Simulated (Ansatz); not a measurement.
# Sr under a change: pressure −2 GPa

Base system: Sr in the fcc (Cu type) structure (space group Fm-3m, No. 225; a = 6.100 Å).

The change: a negative pressure, −2 GPa.

Calculations: Ansatz (a program for electronic structure) r2SCAN, no SOC. Γ-centred 13×13×13 mesh, Fermi–Dirac width 0.05 eV.

```yaml
density: 2.00 g/cm³ (base 2.56 g/cm³)
lattice_parameter_a: 12.517 bohr (base 11.527 bohr)
band_gap: zero (base zero)
```

Cost of the whole job for the changed cell (relaxation, final SCF and bands): roughly 60 core-seconds.

Load acts through the strain it causes; cell and atoms are relaxed under it. No phonon test of stability was made.
